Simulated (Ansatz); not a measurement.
A dielectric-response calculation of LiF (Fm-3m, 2 atoms in the cell) with Ansatz (a program for electronic structure).

Computed with PBE (plane waves, PAW; Ansatz).

```yaml
crystal:
  lattice:
    - [0.00000, 2.02104, 2.02104]
    - [2.02104, 0.00000, 2.02104]
    - [2.02104, 2.02104, 0.00000]
  atoms:
    - { symbol: Li, position: [0.00000, 0.00000, 0.00000] }
    - { symbol: F, position: [0.50000, 0.50000, 0.50000] }
```

Reference input (self-consistent single point, DFT, PBE, plane waves, default PAW files): basis.ecutwfc = 30.9 Ry; kpoints.mp_grid.grid = 10 10 10; hamiltonian.xc = pbe; hamiltonian.pseudopotentials = {kind: paw} (the program's default PAW files); scf.occupations.method = fermi_dirac; scf.occupations.width = 0.0037 Ry. This run's input differs from it in these lines:

Ansatz 0.2 input:
```diff
@@ -12,3 +12,3 @@
   mp_grid:
-    grid: [10, 10, 10]
+    grid: [6, 6, 6]
 hamiltonian:
@@ -19,8 +19,4 @@
   occupations:
-    method: fermi_dirac
-    width: 0.0037 Ry
-output:
-  forces: true
-  eigenvalues: true
-  stress: true
+    method: fixed
+dielectric: {}
```

Output, abridged:

```
SCF iter   1: F=—  HF=-1016.169889 eV  |F-HF|=—  |Δ(HF+E_count)|=         —  Δρ=7.86e-4  dr2=4.17e-5  ethr=1.77e-3  ⟨swp⟩=3.9  Hψ=1530  notcnv=0  defer=46
all-band conjugate gradients solve this SCF's bands
preconditioner: auto → none
SCF iter   2: F=—  HF=-1016.169786 eV  |F-HF|=—  |Δ(HF+E_count)|=   1.03e-4  Δρ=1.10e-3  dr2=1.21e-4  ethr=4.17e-7  ⟨swp⟩=2.0  Hψ=671  notcnv=0  defer=58
SCF iter   3: F=—  HF=-1016.169769 eV  |F-HF|=—  |Δ(HF+E_count)|=   1.70e-5  Δρ=5.16e-4  dr2=2.65e-5  ethr=4.17e-7  ⟨swp⟩=2.6  Hψ=381  notcnv=0  defer=15
   [... lines left out ...]
SCF iter   6: F=—  HF=-1016.169788 eV  |F-HF|=—  |Δ(HF+E_count)|=   1.57e-6  Δρ=1.49e-4  dr2=2.45e-6  ethr=3.86e-9  ⟨swp⟩=2.0  Hψ=390  notcnv=0
SCF iter   7: F=—  HF=-1016.169788 eV  |F-HF|=—  |Δ(HF+E_count)|=   6.73e-7  Δρ=4.91e-5  dr2=2.67e-7  ethr=3.86e-9  ⟨swp⟩=2.0  Hψ=390  notcnv=0
SCF iter   8: F=—  HF=-1016.169788 eV  |F-HF|=—  |Δ(HF+E_count)|=   8.21e-8  Δρ=3.32e-6  dr2=1.22e-9  ethr=2.67e-9  ⟨swp⟩=2.4  Hψ=365  notcnv=0
SCF iter   9: F=-1016.169788 eV  HF=-1016.169788 eV  |F-HF|=5.23e-12  |Δ(HF+E_count)|=  2.94e-10  Δρ=2.41e-7  dr2=6.06e-12  ethr=1.00e-12  ⟨swp⟩=2.0  Hψ=1169  notcnv=0
SCF 1 converged in 9 iterations: F = -1016.169788 eV  dr2 = 6.06e-12
DFPT response loops at Γ: preconditioner auto → none (the input reference at scf.mixing.eps_inf says where Resta's filter doesn't serve); β = 0.50 …
Free energy (F): -1016.169788 eV
Internal energy: -1016.169788 eV  (E = F + TS)
E sigma→0 (E₀):  -1016.169788 eV
Fermi energy:    0.914390 eV
--- Dielectric response (ions clamped): 1 representative field direction + reference, on 30 of 216 k-points (Σ response iterations 6) ---
  k mesh reduced under 8 symmetry operations, with k and −k counted as one. Each operation leaves every solved perturbation unchanged …
  ε∞ (high-frequency dielectric tensor):
        2.054374    -0.000000    -0.000000
   [... lines left out ...]
        -0.00000    1.05226    0.00000
         0.00000   -0.00000    1.05226
    site 1:
        -1.05226   -0.00000    0.00000
         0.00000   -1.05226   -0.00000
         0.00000    0.00000   -1.05226
  Z* charge neutrality: 1.628e-5 e pre-enforcement
  k-mesh period / interband length: 17.1 Å / 0.75 Å = 22.79 at k = (0.0000, 0.0000, -0.5000), direct gap 10.965 eV — 14 or more, which is no proof of convergence
```

The run converged in 9 iterations. 

Summary of the result:
```
Property                                                                                            Result
----------------------------------------------------------------------------------------  ----------------
Free energy E − TS (on the zero of these files)                                              -1016.1698 eV
Top of the valence band (on the code's own zero)                                                   0.91 eV
Gap on the k-point mesh                                                                            9.00 eV
ε∞ at this k-point mesh, which may be far from converged in small-gap cells (xx, yy, zz)  2.05, 2.05, 2.05
Born charges at this mesh (mean of the diagonal, e)                                       Li 1.05, F -1.05
```

The starting cell has typed, rounded lattice constants, without a prior relaxation at this level. Its lattice was rescaled by up to half a per cent.
